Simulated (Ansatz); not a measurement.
Functionals compared on the (111)B surface of zinc-blende GaAs, As-terminated, 2x2 As vacancy (bottom of the slab: 3 H on 4 bottom sites), in Ansatz (plane waves, PAW). The structure was relaxed with PBE; the other rows are single points on it. Cutoff 420 eV (500 eV for r2SCAN).

Model: 34-atom slab, 12.4 Å thick at the start with caps and adatoms (thin: gaps and levels are the slab's own), 3x3x1 mesh, Fermi-Dirac 0.025 eV, dipole correction, 8 atoms held, the rest relaxed; held to the start's symmetry, so lower structures may exist; no spin, no spin-orbit, no U. It is one candidate, not shown to be the stable structure of the face. These notes are the PBE run's.

| functional | gap of the slab on its k-mesh (eV) | highest filled level below the top vacuum level (eV) | rough cost of the single point |
|---|---|---|---|
| PBE | 0.29 | 5.59 | – |
| r2SCAN | [?] | [?] | around 5 core-minutes (rough) |

Problem. Complete the blanks.

Solution. 
- r2SCAN, gap of the slab on its k-mesh (eV): 0.50
- r2SCAN, highest filled level below the top vacuum level (eV): 5.91

Ansatz is a quantum-chemistry and plane-wave program.
